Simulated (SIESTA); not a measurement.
A self-consistent single point of C (Fd-3m, 2 atoms in the cell) with SIESTA.

Computed with GGA PBE, numerical atomic orbitals DZP, PseudoDojo PBE standard norm-conserving potentials (rewritten from UPF to PSML) (SIESTA).

The change in words: lattice scaled by 0.98. Reference geometry:
```xyz
2
Lattice="0.0000 1.7804 1.7804 1.7804 0.0000 1.7804 1.7804 1.7804 0.0000" Properties=species:S:1:pos:R:3 pbc="T T T"
C      1.7804     1.7804     1.7804
C      2.6706     2.6706     2.6706
```

Reference input (self-consistent single point, DFT, GGA PBE, numerical atomic orbitals DZP, PseudoDojo PBE standard norm-conserving potentials (rewritten from UPF to PSML)): XC.functional = GGA; XC.authors = PBE; potentials = PseudoDojo PBE standard; PAO.BasisSize = DZP; PAO.EnergyShift = 0.005 Ry; MeshCutoff = 300 Ry; kgrid.MonkhorstPack = 13 13 13; OccupationFunction = FD; ElectronicTemperature = 10 meV; MaxSCFIterations = 150; SCF.Mixer.Method = Broyden; SCF.Mixer.Weight = 0.25. This run's input differs from it in these lines:

```diff
@@ -11,5 +11,5 @@
 %block LatticeVectors
-     0.000000000    3.364421149    3.364421149
-     3.364421149    0.000000000    3.364421149
-     3.364421149    3.364421149    0.000000000
+     0.000000000    3.297133671    3.297133671
+     3.297133671    0.000000000    3.297133671
+     3.297133671    3.297133671    0.000000000
 %endblock LatticeVectors
```

The program printed (abridged):

```
        iscf     Eharris(eV)        E_KS(eV)     FreeEng(eV)     dDmax    Ef(eV) dHmax(eV)
   scf:    1     -317.657062     -327.036221     -327.036221  1.652848 -5.792008  1.366270
   scf:    2     -327.127838     -327.082666     -327.082666  0.088913 -5.534334  0.958855
   scf:    3     -327.167141     -327.128575     -327.128575  0.167309 -4.941734  0.007856
   scf:    4     -327.128583     -327.128579     -327.128579  0.000850 -4.944011  0.005605
   scf:    5     -327.128588     -327.128583     -327.128583  0.000999 -4.946342  0.002820
   scf:    6     -327.128586     -327.128585     -327.128585  0.000567 -4.947504  0.000933
   scf:    7     -327.128585     -327.128585     -327.128585  0.000201 -4.947917  0.000281
   scf:    8     -327.128585     -327.128585     -327.128585  0.000056 -4.948028  0.000083
   scf:    9     -327.128585     -327.128585     -327.128585  0.000015 -4.948064  0.000025
   scf:   10     -327.128585     -327.128585     -327.128585  0.000002 -4.948067  0.000015
SCF Convergence by DM+H criterion
max |DM_out - DM_in|         :     0.0000017080
max |H_out - H_in|      (eV) :     0.0000146618
SCF cycle converged after 10 iterations

Using DM_out to compute the final energy and forces

siesta: E_KS(eV) =             -327.1286

siesta: E_KS - E_eggbox =      -327.1286

siesta: Atomic forces (eV/Ang):
     1   -0.000239   -0.000239   -0.000239
     2    0.000239    0.000239    0.000239
   Tot    0.000000    0.000000    0.000000
   Max    0.000239
   Res    0.000239    sqrt( Sum f_i^2 / 3N )
   Max    0.000239    constrained

Stress tensor Voigt[x,y,z,yz,xz,xy] (kbar):     -433.13     -433.13     -433.13       -0.01       -0.01       -0.01
(Free)E + p*V (eV/cell)     -324.2568
Target enthalpy (eV/cell)     -327.1286

siesta: Program's energy decomposition (eV):
siesta: FreeEng =      -327.128585

   [... lines left out ...]
siesta:    -0.270340   -0.000005   -0.000005
siesta:    -0.000005   -0.270340   -0.000005
siesta:    -0.000005   -0.000005   -0.270340

siesta: Cell volume =         10.622899 Ang**3

siesta: Pressure (static):
siesta:                Solid            Molecule  Units
siesta:           0.00294438          0.00294416  Ry/Bohr**3
siesta:           0.27034037          0.27032074  eV/Ang**3
siesta:         433.13301720        433.10157026  kBar
```

The run converged in 10 iterations. Against the reference run the free energy goes up by 55.3 meV/atom, the pressure goes from 11.51 to 43.31 GPa and the gap on the mesh goes from 4.290 to 4.436 eV.

The starting cell comes from a database of computed structures (which also holds hypothetical and non-ambient phases and stackings), without a prior relaxation at this level. For this run, on top of that: lattice scaled by 0.98. Values carry the incompleteness of an atom-centred basis. With a pressure of about 43 GPa the cell is away from its equilibrium volume at this level.

Cost on one core of a shared machine: roughly 80 s.
